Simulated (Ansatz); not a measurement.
The reference is InP in the zinc blende structure (space group F-43m, No. 216; a = 5.907 Å). Axes: x, y, z lie along the cube axes.

Level of theory: r2SCAN in Ansatz (plane waves to 500 eV, PAW, no spin-orbit coupling).

For the base:

- Valley order: Γ 1.03 eV; L along ⟨111⟩ 1.80 eV; X along ⟨100⟩ 2.04 eV

Modification: biaxial strain +0.83 %, plane normal [111], relaxed out of plane (Cartesian); in-plane vectors clamped, the third vector and the atoms free.

Q: What does the calculation give for the in-plane stress, energy relative to the base, out-of-plane strain and valley order after the change?

A: The mean in-plane stress (compression positive) comes out as -1.2 GPa; the energy increases by 1.6 meV/atom; the out-of-plane strain is -0.47 %; the valley order (the lowest conduction-band minima on the path, energy above the VBM, named in the base's zone) becomes Γ 0.90 eV; L along [111] 1.60 eV; L along [1-1-1] 1.75 eV; X along [001] 2.00 eV (base: Γ 1.03 eV; L along ⟨111⟩ 1.80 eV; X along ⟨100⟩ 2.04 eV).

The levels and masses belong to the bands next to the band gap. Stability against distortions was not tested.

Ansatz is a program for electronic structure.
